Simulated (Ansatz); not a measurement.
Take Nb$_{4}$AlC$_{3}$ (space group P6_3/mmc, No. 194; a = 3.121 Å, c = 24.137 Å; a cell from a computed database, its experimental status unchecked) as the base.

Calculations: plane-wave PAW DFT at the PBEsol level (Ansatz, a quantum-chemistry and plane-wave program, 420 eV), no SOC.

One change was made to it. Results:

```
quantity             base     after
---------------  --------  --------
c/a ratio           7.733     7.711
volume per atom  12.73 Å³  12.34 Å³
```

Which of these changes matches the shifts?
(A) pressure −1 GPa
(B) pressure 3 GPa
(C) pressure 7.5 GPa
(D) pressure 0.3 GPa
(E) pressure 0.7 GPa

C, pressure 7.5 GPa. For comparison, the volume per atom in the other runs: pressure 0.3 GPa gives 12.71 Å³; pressure −1 GPa gives 12.78 Å³; pressure 0.7 GPa gives 12.69 Å³; pressure 3 GPa gives 12.57 Å³.

Load acts through the strain it causes; cell and atoms are relaxed under it. Stability against distortions was not tested. No other phases were tried under pressure. The final runs are not spin-polarised.
